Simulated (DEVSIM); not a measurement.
Device: illuminated Si n-on-p cell, one wavelength, at 350 K.

| layer (left to right) | material | thickness (μm) | Nd (cm⁻³) | Na (cm⁻³) | τn (s) | τp (s) | absorption coefficient (cm⁻¹) |
|---|---|---|---|---|---|---|---|
| 1 | Si | 0.0550 | 1.4e18 | - | 5.4e-7 | 2.8e-7 | 40000 |
| 2 | Si | 58.0 | - | 1.3e17 | 3.2e-6 | 3.2e-6 | 40000 |

Left contact: ohmic, minority hole recombination velocity 1e5 cm/s. Right contact: ohmic, minority electron recombination velocity 40000 cm/s. Voltage is applied to the left contact. Recombination: SRH at mid-gap, radiative, Auger. Gap narrowing is on: ΔEg = 6.92 meV × (l + √(l² + 0.5)), l = ln(N/1.3e17 cm⁻³), shared equally by both band edges. Light enters at the left, 1.7e18 photons cm⁻² s⁻¹, one pass, no reflection. Mobility is constant in doping. Where it depends on doping, it is μmin + (μ − μmin)/(1 + (N/Nref)^α).

This is a model device: material constants are rounded textbook-type values typed into the input, and sizes, dopings and lifetimes were drawn at random. Values at 300 K; Nc and Nv go as T^1.5, mobilities as T to minus their exponent, the gap by Varshni's rule with the affinity fixed. The table also holds parameters that only a changed run uses.

| parameter | Si |
|---|---|
| gap (eV) | 1.124 |
| affinity (eV) | 4.05 |
| permittivity | 11.7 |
| Nc (cm⁻³) | 2.86e19 |
| Nv (cm⁻³) | 3.1e19 |
| μn (cm²/Vs) | 1417 |
| μp (cm²/Vs) | 470 |
| μn,min | 52 |
| μp,min | 45 |
| Nref,n | 9.7e16 |
| Nref,p | 2.2e17 |
| αn | 0.68 |
| αp | 0.72 |
| T exponent of μn | 2.3 |
| T exponent of μp | 2.2 |
| B (cm³/s) | 4.7e-15 |
| Cn (cm⁶/s) | 2.8e-31 |
| Cp (cm⁶/s) | 9.9e-32 |
| Varshni α (eV/K) | 0.000473 |
| Varshni β (K) | 636 |

Simulated with DEVSIM: 1D drift-diffusion, Boltzmann statistics, complete ionisation; no tunnelling, impact ionisation, image-force lowering or self-heating.

Base results: fill factor 0.79; largest power (mW/cm²) 113; potential step across the device at zero bias (V) 0.821; largest field in the device at zero bias (V/cm) 170000.

Q: What follows from this one change: doping Nd of layer 1 1.4e+18 → 4.2e+16 cm^-3?

A: fill factor 0.79 → 0.77; largest power 113 → 96.4 mW/cm²; potential step across the device at zero bias 0.821 → 0.732 V; largest field in the device at zero bias 170000 → 100000 V/cm.

Q: What follows from this one change: photon flux 1.7e+18 → 1.7e+19 cm^-2 s^-1?

A: fill factor 0.79 → 0.81; largest power 113 → 1310 mW/cm²; potential step across the device at zero bias little changed (0.821 V); largest field in the device at zero bias little changed (170000 V/cm).

Q: What follows from this one change: minority lifetime in layer 2 3.2e-06 → 9.6e-08 s?

A: fill factor little changed (0.79); largest power 113 → 110 mW/cm²; potential step across the device at zero bias little changed (0.821 V); largest field in the device at zero bias little changed (170000 V/cm).
